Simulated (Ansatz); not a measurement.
Input:

```yaml
crystal:
  lattice:
    - [1.53766, 0.88777, 7.83983]
    - [-1.53766, 0.88777, 7.83983]
    - [0.00000, -1.77554, 7.83983]
  atoms:
    - { symbol: Ga, position: [0.39207, 0.39207, 0.39207] }
    - { symbol: Ga, position: [0.60793, 0.60793, 0.60793] }
    - { symbol: O, position: [0.00000, 0.00000, 0.00000] }
    - { symbol: O, position: [0.24509, 0.24509, 0.24509] }
    - { symbol: O, position: [0.75491, 0.75491, 0.75491] }
```

No spin polarisation.

Computed with plane-wave PAW DFT at the PBEsol level (Ansatz, a program for electronic structure, 420 eV), without spin-orbit coupling. Settings: 13×13×13 k-points, 0.05 eV Fermi–Dirac smearing.

Predict the band gap, electron mass and pressure.

The band gap comes out as 2.40 eV and the electron mass is 0.61 mₑ along c, 0.27 mₑ across (at Γ). The pressure (mean of the normal stresses, compression positive) comes out as -7.20 GPa.

The cells carry an imposed strain or load. Masses are band curvatures over ±0.01 Å⁻¹ around the edge. Whether these cells are dynamically stable was not tested. The cell was made from Ga2O3 (space group R-3m, No. 166; a hypothetical phase, not in the database extracts checked) by this change: isotropic strain +2.92 %.
